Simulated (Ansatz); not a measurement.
**Pressure series in CuI**

The reference is CuI in the zinc blende structure (space group F-43m, No. 216; a = 5.939 Å).

Cell and atoms are relaxed at each pressure.

All numbers come from PBEsol/PAW in Ansatz (an electronic-structure program), no spin-orbit coupling.

```json
[
 {"change": "base", "width of the top valence band": "1.74 eV", "shortest interatomic distance": "2.572 Å", "gap character": "direct at Γ", "band gap": "1.17 eV"},
 {"change": "pressure 0.9 GPa", "width of the top valence band": "1.81 eV", "shortest interatomic distance": "2.557 Å", "gap character": "direct at Γ", "band gap": "1.22 eV"},
 {"change": "pressure 2.1 GPa", "width of the top valence band": "1.90 eV", "shortest interatomic distance": "2.539 Å", "gap character": "direct at Γ", "band gap": "1.29 eV"},
 {"change": "pressure 4.5 GPa", "width of the top valence band": "2.06 eV", "shortest interatomic distance": "2.508 Å", "gap character": "direct at Γ", "band gap": "1.40 eV"},
 {"change": "pressure 9 GPa", "width of the top valence band": "2.31 eV", "shortest interatomic distance": "2.463 Å", "gap character": "direct at Γ", "band gap": "1.58 eV"},
 {"change": "pressure 15 GPa", "width of the top valence band": "2.61 eV", "shortest interatomic distance": "2.416 Å", "gap character": "direct at Γ", "band gap": "1.78 eV"},
 {"change": "pressure 22.5 GPa", "width of the top valence band": "2.93 eV", "shortest interatomic distance": "2.372 Å", "gap character": "indirect, Γ → X", "band gap": "1.88 eV"},
 {"change": "pressure 30 GPa", "width of the top valence band": "3.21 eV", "shortest interatomic distance": "2.336 Å", "gap character": "indirect, Γ → X", "band gap": "1.75 eV"}
]
```

With I present, leaving out spin-orbit coupling can change the band edges. Load acts through the strain it causes; cell and atoms are relaxed under it. Stability against distortions was not tested. Tetrahedral semiconductors of this kind turn to denser phases somewhere between about 1 and 50 GPa; those were not computed, so compressed cells here can lie past the real transition. All final runs are without spin polarisation.
